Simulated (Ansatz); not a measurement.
## PBE against r2SCAN: ZrSi2, pressure 22.5 GPa

Consider ZrSi2 (space group Cmcm, No. 63; a = 3.704 Å, b = 14.792 Å, c = 3.679 Å).

(Cell as relaxed with PBE.)

Levels (all Ansatz, an electronic-structure program, PAW): PBE (420 eV, no spin-orbit coupling); r2SCAN (500 eV, without spin-orbit coupling).

Each level relaxes its own structure.

```tsv
base	PBE	r2SCAN
volume per atom	16.80 Å³	16.75 Å³
band gap	zero	zero
```

Perturbation: cell and atoms relaxed at a pressure of 22.5 GPa.

```tsv
quantity	PBE	r2SCAN
shortest interatomic distance	2.373 Å	[?]
band gap	zero	[?]
```

### Question
Given the PBE results, estimate those of r2SCAN.

### Answer

- shortest interatomic distance, r2SCAN: 2.350 Å
- band gap, r2SCAN: zero

PBE's shortest interatomic distance lies 0.023 Å above r2SCAN's (1.0 %); the two agree on the band gap. Neither level is exact; r2SCAN is the comparison here, not a measurement.

Load acts through the strain it causes; cell and atoms are relaxed under it. Stability against distortions was not tested. No other phases were tried under pressure. The final runs are not spin-polarised.
